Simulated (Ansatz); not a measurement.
# A computed series for MgTe: response to strain

Consider MgTe in the wurtzite structure (space group P6_3mc, No. 186; a = 4.6089 Å, c = 7.5001 Å). Axes: x lies along a and z along c of the hexagonal cell.

Strains are applied to the cell and any free atomic positions relax.

The values are results of plane-wave PAW DFT at the PBE level (Ansatz, a program for electronic structure, 420 eV), no spin-orbit coupling, not measurements.

Notes on the quantities. band gap: an upper bound: an edge found on the path is not a true extremum; the base alone; energy relative to the base: free energy F; pressure: mean of the normal stresses, compression positive.

```
change                          band gap  energy relative to the base   pressure  shortest interatomic distance
------------------------------  --------  ---------------------------  ---------  -----------------------------
base                             2.37 eV                   0 meV/atom  -0.01 GPa                        2.818 Å
uniaxial strain ε_zz = −3.00 %   2.39 eV                +5.4 meV/atom   1.07 GPa                              ?
uniaxial strain ε_zz = −2.40 %   2.39 eV                +3.4 meV/atom          ?                              ?
uniaxial strain ε_zz = −1.80 %   2.39 eV                +1.9 meV/atom   0.62 GPa                        2.800 Å
uniaxial strain ε_zz = −1.20 %   2.38 eV                +0.8 meV/atom   0.41 GPa                        2.808 Å
uniaxial strain ε_zz = −0.60 %   2.38 eV                +0.2 meV/atom   0.20 GPa                        2.813 Å
```

Problem. Fill in the withheld entries from the trend.

Solution. 
- uniaxial strain ε_zz = −3.00 %, shortest interatomic distance: 2.787 Å
- uniaxial strain ε_zz = −2.40 %, pressure: 0.84 GPa
- uniaxial strain ε_zz = −2.40 %, shortest interatomic distance: 2.793 Å

Spin-orbit coupling, missing from the scalar runs, can matter with Te. Stability against distortions was not tested.
